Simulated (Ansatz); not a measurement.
# Computed paths: Ir-vacancy pair in bcc W, neutral cell

System: Ir-vacancy pair (Ir on one host W site, one W site vacant) in bcc W (neutral cell). Method: PBE, PAW (plane waves to 420 eV; Ansatz, a first-principles code).

36-site cell at the relaxed PBE lattice, a 2×2×3 k-point mesh shifted by half a step, smearing 0.10 eV, spin-restricted, no finite-size correction. Static, classical nuclei. Spin-orbit coupling is left out. Forms of the defect that were not tried may lie lower.

Barriers: single points on a 3×3×5 k-point mesh shifted by half a step at the bands' geometries (they differ from the bands' own by up to 0.12 eV, and are uncertain by about as much).

| Route | Start site over the lowest site run (eV) | Hop (Å) | Forward barrier (eV) | Backward barrier (eV) | Neighbours at the start | Neighbours at the saddle | Saddle order | Forward, on the band's own sampling (eV) |
|---|---|---|---|---|---|---|---|---|
| the Ir atom itself jumps into the vacancy (Ir-vacancy distance between ideal sites 2.76 Å throughout) | 0.00 | 2.69 | 1.20 | 1.20 | 2 W at 2.75, 3 W at 2.77, 2 W at 2.78, 3 W at 3.13, 2 W at 3.19, W at 3.24 Å | 4 W at 2.68, 2 W at 2.69, 2 W at 3.38, 4 W at 3.39 Å | not checked, on a symmetry element | 1.08 |

Paths come from CI-NEB runs.  A band can be held on a symmetry element, so unchecked saddle points there may be too high.

The whole set of runs took around 1.3 core-hours (rough).
